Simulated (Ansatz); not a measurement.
Start from ZnO in the wurtzite structure (space group P6_3mc, No. 186; a = 3.187 Å, c = 5.153 Å).

Structures relaxed with LDA (Ansatz, a program for electronic structure; PAW; 420 eV plane waves; no spin-orbit coupling).

Base:

Simulated powder pattern, Cu Kα1, λ = 1.54056 Å (kinematic, ideal powder, no thermal factors, no anomalous dispersion; the 10 strongest lines at most, above 2 %, up to 2θ = 90°):

| 2θ (°) | I/Imax (%) | hkl |
|---|---|---|
| 32.41 | 51 | (100) |
| 34.79 | 39 | (002) |
| 36.92 | 100 | (101) |
| 48.28 | 22 | (102) |
| 57.82 | 34 | (110) |
| 63.77 | 33 | (103) |
| 67.86 | 4.9 | (200) |
| 69.28 | 28 | (112) |
| 70.60 | 15 | (201) |
| 78.58 | 4.7 | (202) |

After one change:

Simulated powder pattern, Cu Kα1, λ = 1.54056 Å (kinematic, ideal powder, no thermal factors, no anomalous dispersion; the 10 strongest lines at most, above 2 %, up to 2θ = 90°):

```tsv
2θ (°)	I/Imax (%)
32.21	51
34.58	39
36.69	100
47.98	22
57.44	34
63.35	33
67.40	5.0
68.80	28
70.12	15
78.02	4.7
```

Q: Which of these changes matches the shifts?
A) isotropic strain +2.40 %
B) isotropic strain +0.60 %
C) isotropic strain +3.00 %
D) isotropic strain +1.20 %

A: B, isotropic strain +0.60 %. Its volume per atom is 11.54 Å³ against 11.33 Å³, and its space group is P6_3mc (No. 186).

Whether these cells are dynamically stable was not tested.
